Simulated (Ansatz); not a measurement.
**Pressure series in BN**

The reference is BN in the zinc blende structure (space group F-43m, No. 216; a = 3.6097 Å).

Cell and atoms are relaxed at each pressure.

Calculations: r2SCAN in Ansatz (plane waves to 500 eV, PAW, scalar-relativistic without spin-orbit coupling).

Notes on the quantities. hole mass: degenerate bands, along [100].

```
change                              hole mass  band gap  smallest direct gap  width of the top valence band  lattice parameter a
-----------------  --------------------------  --------  -------------------  -----------------------------  -------------------
base               0.48, 0.51, 0.51 mₑ (at Γ)   5.00 eV              9.59 eV                        6.70 eV              3.610 Å
pressure −2 GPa    0.48, 0.52, 0.52 mₑ (at Γ)   5.00 eV              9.56 eV                        6.67 eV                    …
pressure −1 GPa    0.48, 0.52, 0.52 mₑ (at Γ)   5.00 eV              9.57 eV                        6.68 eV              3.613 Å
pressure 0.9 GPa   0.48, 0.51, 0.51 mₑ (at Γ)   5.01 eV              9.60 eV                        6.72 eV              3.607 Å
pressure 2.1 GPa   0.48, 0.51, 0.51 mₑ (at Γ)   5.01 eV                    …                              …                    …
pressure 4.5 GPa   0.48, 0.50, 0.50 mₑ (at Γ)   5.02 eV              9.64 eV                        6.78 eV              3.596 Å
pressure 9 GPa     0.49, 0.51, 0.51 mₑ (at Γ)   5.03 eV              9.70 eV                        6.86 eV              3.583 Å
pressure 15 GPa                0.50 mₑ (at Γ)   5.05 eV              9.77 eV                        6.96 eV              3.567 Å
pressure 22.5 GPa              0.50 mₑ (at Γ)   5.07 eV              9.85 eV                        7.08 eV              3.547 Å
pressure 30 GPa                0.50 mₑ (at Γ)   5.09 eV              9.93 eV                        7.20 eV              3.529 Å
```

Some entries are withheld; estimate them.


- pressure −2 GPa, lattice parameter a: 3.616 Å
- pressure 2.1 GPa, smallest direct gap: 9.61 eV
- pressure 2.1 GPa, width of the top valence band: 6.74 eV
- pressure 2.1 GPa, lattice parameter a: 3.603 Å

Load acts through the strain it causes; cell and atoms are relaxed under it. Masses are band curvatures over ±0.01 Å⁻¹ around the edge. No phonon test of stability was made. Competing high-pressure phases were not computed.

Ansatz is a program for electronic structure.
